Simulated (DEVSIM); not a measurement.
Structure: Au/SiO2/p-InP capacitor, at 300 K.

```csv
layer (left to right),material,thickness (nm),Na (cm⁻³)
1,SiO2,9.10,-
2,InP,6800,8.5e15
```

Metal gate on the left, work function 5.1 eV. Fixed charge at the semiconductor interface 1.19e12 cm⁻² (in units of +e); no interface traps.

The device is made up for the run: typed textbook-type constants, with dimensions and the other settings drawn at random. Values at 300 K.

```
parameter      SiO2     InP
-------------  ----  ------
gap (eV)          9   1.344
affinity (eV)   0.9    4.38
permittivity    3.9    12.5
Nc (cm⁻³)         -  5.7e17
Nv (cm⁻³)         -  1.1e19
```

DEVSIM, 1D Poisson equation in equilibrium, Boltzmann statistics, complete ionisation; no quantum confinement or tunnelling. Metal contacts follow the ideal Schottky-Mott rule: no Fermi-level pinning, no interface dipoles.

**Question.** Tabulate band edges, carrier densities and field at 0.0 V on the gate.

**Answer.** Energies count from the Fermi level of the right contact; mesh points crowd at the junctions.

```
x (μm)    Ec (eV)  Ev (eV)  n (cm⁻³)  p (cm⁻³)  field (V/cm)
--------  -------  -------  --------  --------  ------------
0.000       4.200   -4.800     < 1e2     < 1e2       -410000
0.001373    4.144   -4.856     < 1e2     < 1e2       -410000
0.004083    4.032   -4.968     < 1e2     < 1e2       -410000
0.007057    3.910   -5.090     < 1e2     < 1e2       -410000
0.009100    0.346   -0.998    8.8e11       190       -230000
0.01065     0.353   -0.991    6.7e11       250         44000
0.01426     0.369   -0.975    3.7e11       450         43000
0.02794     0.427   -0.917    3.9e10      4300         42000
0.05459     0.533   -0.811     6.2e8    270000         38000
0.1206      0.760   -0.584     97000     1.7e9         30000
0.2707      1.076   -0.268     < 1e2    3.5e14         12000
0.8396      1.159   -0.185     < 1e2    8.5e15           ≈ 0
1.948       1.159   -0.185     < 1e2    8.5e15           ≈ 0
4.217       1.159   -0.185     < 1e2    8.5e15           ≈ 0
5.991       1.159   -0.185     < 1e2    8.5e15           ≈ 0
6.459       1.159   -0.185     < 1e2    8.5e15           ≈ 0
6.665       1.159   -0.185     < 1e2    8.5e15           ≈ 0
6.748       1.159   -0.185     < 1e2    8.5e15           ≈ 0
6.791       1.159   -0.185     < 1e2    8.5e15           ≈ 0
6.802       1.159   -0.185     < 1e2    8.5e15           ≈ 0
6.807       1.159   -0.185     < 1e2    8.5e15           ≈ 0
6.809       1.159   -0.185     < 1e2    8.5e15           ≈ 0
```
